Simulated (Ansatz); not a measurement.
Consider Pt in the fcc (Cu type) structure (space group Fm-3m, No. 225; a = 3.940 Å). Axes: x, y, z lie along the cube axes.

All numbers come from r2SCAN (Ansatz, a quantum-chemistry and plane-wave program, PAW, without spin-orbit coupling).

For the base:

The pressure is 0.0 GPa and the shortest interatomic distance is 278.6 pm. The band gap is zero.

One thing is altered: the cell is stretched by 5.45 % along y with no lateral relaxation, atoms relaxed at fixed cell.

Q: Predict the new pressure.

A: The pressure (mean of the normal stresses, compression positive) goes from zero to -12.1 GPa.

Q: Predict the new energy relative to the base.

A: The energy increases by 42 meV/atom.

Q: Estimate the effect on the shortest interatomic distance.

A: The shortest interatomic distance is still 278.6 pm.

Q: How does this affect the band gap?

A: The band gap is still zero.

Without a gap, meshes like the base's 20×20×20 leave anisotropic stresses uncertain by several tenths of a GPa, and small strain energies with them. The cells carry an imposed strain or load. Whether these cells are dynamically stable was not tested. All final runs are without spin polarisation. Pt lies near a magnetic instability that expansion can trigger; it was not tested.
